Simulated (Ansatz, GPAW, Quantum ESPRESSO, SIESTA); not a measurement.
Lu (P6_3/mmc, 4 atoms in the cell) computed with different codes at matched settings

Self-consistent single point.

```
CELL_PARAMETERS angstrom
      3.42453     0.00000     0.00000
     -1.71227     2.96573     0.00000
      0.00000     0.00000    11.01846
ATOMIC_POSITIONS crystal
  Lu 0.00000 0.00000 0.00000
  Lu 0.00000 0.00000 0.50000
  Lu 0.33333 0.66667 0.25000
  Lu 0.66667 0.33333 0.75000
```

Shared settings, as Ansatz (a first-principles code) writes them: kpoints.mp_grid.grid = 4 4 1; scf.occupations.method = gaussian; scf.occupations.width = 0.1 eV. Potentials and cutoffs stand in the table.

```tsv
code	model	pressure (GPa)	cutoff
Ansatz	PBE, default PAW files	2.57	default
GPAW	PBE, GPAW PAW datasets PBE (gpaw-data 1.0.1)	2.69	800 eV
Quantum ESPRESSO	PBE, PSlibrary PAW (PBE) pseudopotentials	2.93	50 Ry
SIESTA	GGA PBE, numerical atomic orbitals DZP, PseudoDojo PBE standard norm-conserving potentials (rewritten from UPF to PSML)	4.07	grid 350 Ry
```

On Ansatz's run: spin-orbit coupling is off.

The spread over the programs that give each value: pressure within 1.50 GPa.

SIESTA uses small atom-centred bases, whose incompleteness enters pressures, forces and empty levels differently from a plane-wave cutoff. Ansatz's pressure is given at a fixed set of plane waves, as the other plane-wave codes print theirs; with its correction for the finite basis it is 2.61 GPa. In the pressure, SIESTA (by 1.38) lies more than 1 GPa from the median of the plane-wave programs.

On the base mesh (8 8 2) the same programs gave: Ansatz pressure 1.32 GPa; Quantum ESPRESSO pressure 1.66 GPa; GPAW pressure 1.45 GPa; SIESTA pressure 2.27 GPa.

The values differ from the base mesh's, so the mesh still matters here: the table compares the programs at equal settings.

The starting cell was generated: these elements placed on a structure prototype, without a prior relaxation; it need not be a known phase or ordering of this composition. Its lattice was rescaled by a random factor within 2.5 % of one.

Left out of this page: Elk and FLEUR (not drawn, or without a comparable value).

Keys are those of Ansatz 0.2.
